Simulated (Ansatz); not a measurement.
Start from SrTiO₃ in the cubic perovskite structure (space group Pm-3m, No. 221; a = 3.891 Å).

The change: hydrostatic tension (pressure −2 GPa).

Levels (all Ansatz, a program for electronic structure, PAW): PBEsol (420 eV, no spin-orbit coupling); HSE06 (420 eV, no SOC).

The geometry is relaxed with PBEsol.

```
Property          Result
---------------  -------
PBEsol band gap  1.83 eV
```

How does going to HSE06 change the band gap?

The band gap increases by 1.51 eV to 3.34 eV.

Single points use the geometry relaxed with PBEsol. HSE06 gaps are upper bounds (no full band path). Load acts through the strain it causes; cell and atoms are relaxed under it. No phonon test of stability was made. The final runs are not spin-polarised. Many cubic perovskites are stable only at high temperature; tilts and polar distortions were not tested.
